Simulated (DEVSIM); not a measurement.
Device: abrupt Ge p-n junction, at 300 K.

Layer 1 from the left is Ge, thickness (μm) 4.00, Na (cm⁻³) 5.2e16, τn (s) 9.4e-6, τp (s) 9.4e-6. Layer 2 from the left is Ge, thickness (μm) 25.0, Nd (cm⁻³) 3.3e16, τn (s) 9.4e-6, τp (s) 9.4e-6.

Left contact: ohmic. Right contact: ohmic. Voltage is applied to the left contact. Recombination: SRH at mid-gap. Mobility is μmin + (μ − μmin)/(1 + (N/Nref)^α).

This is a model device: material constants are rounded textbook-type values typed into the input, and sizes, dopings and lifetimes were drawn at random. Values at 300 K.

Ge: gap (eV) 0.664, affinity (eV) 4, permittivity 16, Nc (cm⁻³) 1.04e19, Nv (cm⁻³) 6e18, μn (cm²/Vs) 3900, μp (cm²/Vs) 1900, μn,min 150, μp,min 100, Nref,n 2.6e17, Nref,p 4e17, αn 0.56, αp 0.6.

Question: Estimate by hand the built-in potential, the peak field at zero bias, and compare with a numerical solution.

Answer: 
- Built-in potential: ni = √(Nc Nv) exp(−Eg/2kT) = 2.09e13 cm⁻³ with Eg = 0.664 eV; Vbi = kT/q ln(Na Nd/ni²) = 0.393 V; numerical 0.393 V.
- Peak field at zero bias: depletion approximation: W = √(2εVbi/(qN)) = 0.185 μm with N = 2.02e16 cm⁻³; field = 2Vbi/W = 42300 V/cm; numerical 39500 V/cm (estimate above by 7.3 %).

DEVSIM, 1D drift-diffusion, Boltzmann statistics, complete ionisation; no tunnelling, impact ionisation, image-force lowering or self-heating.
